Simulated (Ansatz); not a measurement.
Surface energy of faces of bcc V in PBE and in r2SCAN, in Ansatz (plane waves, PAW). Symmetric slabs relaxed with PBE from ideal cuts in 1x1 cells (the lowest computed cut and spin start of each face; real faces may reconstruct in larger cells); r2SCAN values are single points on them, with the bulk at the same level. No spin-orbit coupling, no U.

```json
[
 {"face": "(100)", "PBE (J/m²)": "2.41", "r2SCAN (J/m²)": "2.58"},
 {"face": "(110)", "PBE (J/m²)": "2.44", "r2SCAN (J/m²)": "2.66"},
 {"face": "(111)", "PBE (J/m²)": "2.71", "r2SCAN (J/m²)": "?"},
 {"face": "(210)", "PBE (J/m²)": "2.52", "r2SCAN (J/m²)": "2.72"},
 {"face": "(211)", "PBE (J/m²)": "2.71", "r2SCAN (J/m²)": "2.94"},
 {"face": "(221)", "PBE (J/m²)": "2.67", "r2SCAN (J/m²)": "2.88"},
 {"face": "(320)", "PBE (J/m²)": "2.51", "r2SCAN (J/m²)": "2.71"}
]
```

Question: Fit a straight line y = a·x + b by least squares to the 6 complete rows (x: PBE (J/m²); y: r2SCAN (J/m²)).

Answer: the means are x̄ = 2.5433 and ȳ = 2.7483; Σ(x − x̄)² = 0.073933 and Σ(x − x̄)(y − ȳ) = 0.082133, so a = 1.111 and b = ȳ − a·x̄ = -0.077. The largest residual is 0.026.

Question: What does the line predict for the withheld row, (111), and what did the calculation give?

Answer: the line gives 2.93; the calculation gave 2.94, a miss of 0.01, of the size of the fitted rows' scatter and rounding.

Ansatz is a first-principles code.
